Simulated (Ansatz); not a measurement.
Base system: SrTiO3 in the cubic perovskite structure (space group Pm-3m, No. 221).

```
SrTiO3
1.0
    3.85418     0.00000     0.00000
    0.00000     3.85418     0.00000
    0.00000     0.00000     3.85418
Sr Ti O
1 1 3
Cartesian
  0.00000   0.00000   0.00000
  1.92709   1.92709   1.92709
  1.92709   0.00000   1.92709
  0.00000   1.92709   1.92709
  1.92709   1.92709   0.00000
```

Cartesian axes are those of the cell as printed.

Level of theory: Ansatz (a program for electronic structure), LDA, PAW, cutoff 420 eV, no SOC.

Base values:

The volume per atom is 11.45 Å³.

Perturbation: biaxial strain −1.00 %, plane normal [111], relaxed out of plane (Cartesian); in-plane vectors clamped, the third vector and the atoms free.

Question: How does this affect the volume per atom, energy relative to the base and in-plane stress?

Answer: The volume per atom decreases by 0.15 Å³, from 11.45 Å³ to 11.30 Å³; the energy grows by 2.9 meV/atom; the mean in-plane stress (compression positive) is +4.1 GPa.

No phonon test of stability was made. The final runs are not spin-polarised. Many cubic perovskites are stable only at high temperature; tilts and polar distortions were not tested.
